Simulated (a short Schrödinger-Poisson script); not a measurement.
Structure: MOS inversion layer, SiO2 on p-type Ge(100), at 300 K.

```csv
layer,material,thickness (nm),Na (cm⁻³)
1,SiO2,1.9,-
2,Ge,1800,5.3e16
```

The device is made up for the run: typed textbook-type constants, with dimensions and the other settings drawn at random. SiO2: permittivity 3.9, conduction-band edge (eV) 3.1, gap (eV) 9, electron mass (mₑ) 0.5. Ge: permittivity 16, conduction-band edge (eV) 0, gap (eV) 0.664, Nv at 300 K (cm⁻³) 6e18.

Channel valleys (confinement mass, in-plane density-of-states mass, number): L4 0.12, 0.295, 4. At the gate the conduction-band edge of layer 1 lies 3.33 eV − eVg above the Fermi level of the channel; the field vanishes at the back. Gaps are held at their typed values at every temperature. Mesh 0.03 nm at interfaces.

From a short Schrödinger-Poisson script (our own, NumPy): 1D Poisson equation in equilibrium, electrons classical, Boltzmann, parabolic valleys, classical holes, full ionisation, no traps, pinning or gate leakage.

The same stack at other levels of the model or other numerical settings:

```
run                                          sheet density of all electrons at Vg = 1.7 V (cm⁻²)  sheet density of all electrons at Vg = 0.5 V (cm⁻²)  capacitance at Vg = 1.7 V (μF/cm²)  centroid of the channel electrons at Vg = 1.7 V (nm)  rough cost against the base
-------------------------------------------  ---------------------------------------------------  ---------------------------------------------------  ----------------------------------  ----------------------------------------------------  ---------------------------
base                                                                                     1.48e13                                              2.23e12                                1.75                                                  0.80                      about 1
electrons treated as classical, Fermi-Dirac                                              1.39e13                                              2.17e12                                1.61                                                  1.31                            7
electrons treated as quantum, Hartree                                                    1.25e13                                              1.73e12                                1.54                                                  2.37                           30
mesh six times as coarse                                                                 1.46e13                                              2.21e12                                1.72                                                  0.89                          0.5
```

The classical rows ignore confinement, and Boltzmann statistics overrate the density once the band edge passes the Fermi level.

Only the L valleys are kept; under strong confinement the Δ valleys of Ge fill too.
